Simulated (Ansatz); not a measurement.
Start from GaP in the zinc blende structure (space group F-43m, No. 216; a = 5.4513 Å).

Now apply this change: a hydrostatic pressure of 75 GPa.

Method: r2SCAN (Ansatz, a program for electronic structure, PAW, no spin-orbit coupling).

Base, band edges from the VBM (valence, conduction): X -2.80, 1.91; W -3.54, 5.03; L -1.17, 2.04; Γ 0.00, 2.36; K -2.35, 2.47; U -2.35, 2.47 eV.

Q: Give the band edges at the high-symmetry points of the new zone, measured from its valence-band maximum.

A: 
| point | valence edge (eV) | conduction edge (eV) |
|---|---|---|
| Γ | 0.00 | 3.69 |
| X | -4.57 | 0.82 |
| U | -3.87 | 1.67 |
| K | -3.87 | 1.67 |
| L | -1.92 | 3.19 |
| W | -6.00 | 4.96 |

The gap is 0.81 eV, indirect, Γ → Γ–X (94 % along).

Load acts through the strain it causes; cell and atoms are relaxed under it. No phonon test of stability was made. Measured, GaP leaves this structure (for a Cmcm phase) near 26 GPa (temperature not stated; as listed in Datta, Sujoy, Jana, Debnarayan, arXiv (2020)).
